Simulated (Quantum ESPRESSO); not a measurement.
Input and output of a self-consistent single point for LaBRh3 (Pm-3m, 5 atoms in the cell) (Quantum ESPRESSO).

Method: PBEsol, GBRV 1.5 ultrasoft (PBESOL) pseudopotentials (plane waves; Quantum ESPRESSO).

```
LaBRh3
1.0
    4.25600     0.00000     0.00000
    0.00000     4.25600     0.00000
    0.00000     0.00000     4.25600
La Rh B
1 3 1
Direct
  0.00000   0.00000   0.00000
  0.00000   0.50000   0.50000
  0.50000   0.00000   0.50000
  0.50000   0.50000   0.00000
  0.50000   0.50000   0.50000
```

Reference input (self-consistent single point, DFT, PBEsol, plane waves, GBRV 1.5 ultrasoft (PBESOL) pseudopotentials): ecutwfc = 40 Ry; ecutrho = 320 Ry; occupations = smearing; smearing = cold; degauss = 0.0099958 Ry; potentials = {La: la_pbesol_v1.uspp.F.UPF, Rh: rh_pbesol_v1.4.uspp.F.UPF, B: b_pbesol_v1.4.uspp.F.UPF}; K_POINTS = automatic 8 8 8 0 0 0; conv_thr = 1e-10 Ry; mixing_beta = 0.5. This run's input differs from it in these lines:

```diff
@@ -17,3 +17,3 @@
   smearing = 'cold',
-  degauss = 0.0099958,
+  degauss = 0.02205,
 /
@@ -34,3 +34,3 @@
 K_POINTS {automatic}
-8 8 8  0 0 0
+5 5 5  0 0 0
```

The program printed (abridged):

```
     Self-consistent Calculation

     iteration #  1     ecut=    40.00 Ry     beta= 0.50

     negative rho (up, down):  2.005E-01 0.000E+00

     total energy              =    -620.51680652 Ry
     estimated scf accuracy    <       3.70325873 Ry

     iteration #  2     ecut=    40.00 Ry     beta= 0.50

     negative rho (up, down):  2.031E-01 0.000E+00

     total energy              =    -621.66777894 Ry
     estimated scf accuracy    <       5.05387053 Ry

     iteration #  3     ecut=    40.00 Ry     beta= 0.50

     negative rho (up, down):  2.036E-01 0.000E+00

     total energy              =    -622.27274348 Ry
     estimated scf accuracy    <       0.15450351 Ry

   [... 22 blocks of this kind left out ...]

     iteration # 26     ecut=    40.00 Ry     beta= 0.50

     negative rho (up, down):  2.102E-01 0.000E+00

     total energy              =    -622.27110110 Ry
     estimated scf accuracy    <          4.4E-10 Ry

     iteration # 27     ecut=    40.00 Ry     beta= 0.50

     negative rho (up, down):  2.102E-01 0.000E+00
     End of self-consistent calculation

     the Fermi energy is    17.1464 ev

!    total energy              =    -622.27110110 Ry
     estimated scf accuracy    <          2.9E-11 Ry
     smearing contrib. (-TS)   =      -0.00043433 Ry
     internal energy E=F+TS    =    -622.27066677 Ry

     convergence has been achieved in  27 iterations

     negative rho (up, down):  2.102E-01 0.000E+00

     Forces acting on atoms (cartesian axes, Ry/au):

     atom    1 type  1   force =     0.00000000    0.00000000    0.00000000
   [... zero for the other atoms too ...]

     Total force =     0.000000     Total SCF correction =     0.000000

     negative rho (up, down):  2.102E-01 0.000E+00
          total   stress  (Ry/bohr**3)                   (kbar)     P=      -49.22
  -0.00033462   0.00000000   0.00000000          -49.22        0.00        0.00
   0.00000000  -0.00033462   0.00000000            0.00      -49.22        0.00
   0.00000000   0.00000000  -0.00033462            0.00        0.00      -49.22

   JOB DONE.
```

The run converged in 27 iterations. Against the reference run the free energy rises by 4.7 meV/atom and the pressure moves little (-4.95 to -4.92 GPa).

The starting cell comes from a database of published, mostly measured structures (it also holds non-ambient and calculated ones), without a prior relaxation at this level. Spin polarisation is off. With a pressure of about -5 GPa the cell is away from its equilibrium volume at this level.

Cost on one core of a shared machine: roughly 3 min.
